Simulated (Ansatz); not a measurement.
```xyz
16
Lattice="6.5972 0.0000 0.0000 -3.2986 5.7134 0.0000 0.0000 0.0000 5.2959" Properties=species:S:1:pos:R:3 pbc="T T T"
In     1.7098     0.9173     0.0087
In     0.0000     1.9045     2.6698
N      1.7972     0.8668     3.1663
N      0.0000     1.9045     0.5674
In     0.0000     3.8787     0.0087
Al    -1.6757     4.7459     2.6569
N      0.0000     3.9797     3.1663
N     -1.8034     4.6722     0.7787
In     4.8874     0.9173     0.0087
Al     3.2986     1.9349     2.6569
N      4.8000     0.8668     3.1663
N      3.2986     2.0824     0.7787
Al     3.2986     3.8089     0.0413
Al     1.6757     4.7459     2.6569
N      3.2986     3.8089     3.3776
N      1.8034     4.6722     0.7787
```

The ordered cell is a computed model, not a synthesised structure. Spin-orbit coupling is not included.

Q: Give the diagonal Born effective charges atom by atom and the electronic dielectric tensor from linear response, LDA in Ansatz (a program for electronic structure).

A: 
```json
[
 {"atom": "In1", "Z*xx": "2.73", "Z*yy": "2.68", "Z*zz": "2.85"},
 {"atom": "In2", "Z*xx": "2.64", "Z*yy": "2.64", "Z*zz": "3.18"},
 {"atom": "N3", "Z*xx": "-2.62", "Z*yy": "-2.66", "Z*zz": "-2.69"},
 {"atom": "N4", "Z*xx": "-2.70", "Z*yy": "-2.70", "Z*zz": "-2.85"},
 {"atom": "In5", "Z*xx": "2.65", "Z*yy": "2.76", "Z*zz": "2.85"},
 {"atom": "Al6", "Z*xx": "2.55", "Z*yy": "2.58", "Z*zz": "2.72"},
 {"atom": "N7", "Z*xx": "-2.69", "Z*yy": "-2.59", "Z*zz": "-2.69"},
 {"atom": "N8", "Z*xx": "-2.65", "Z*yy": "-2.64", "Z*zz": "-2.87"},
 {"atom": "In9", "Z*xx": "2.73", "Z*yy": "2.68", "Z*zz": "2.85"},
 {"atom": "Al10", "Z*xx": "2.59", "Z*yy": "2.53", "Z*zz": "2.72"},
 {"atom": "N11", "Z*xx": "-2.62", "Z*yy": "-2.66", "Z*zz": "-2.69"},
 {"atom": "N12", "Z*xx": "-2.64", "Z*yy": "-2.66", "Z*zz": "-2.87"},
 {"atom": "Al13", "Z*xx": "2.65", "Z*yy": "2.65", "Z*zz": "2.43"},
 {"atom": "Al14", "Z*xx": "2.55", "Z*yy": "2.58", "Z*zz": "2.72"},
 {"atom": "N15", "Z*xx": "-2.53", "Z*yy": "-2.53", "Z*zz": "-2.76"},
 {"atom": "N16", "Z*xx": "-2.65", "Z*yy": "-2.64", "Z*zz": "-2.87"}
]
```

ε∞ diagonal: 6.0, 6.0, 6.0. The program warned that the k mesh resolves the field response only roughly, so the permittivities are not converged.
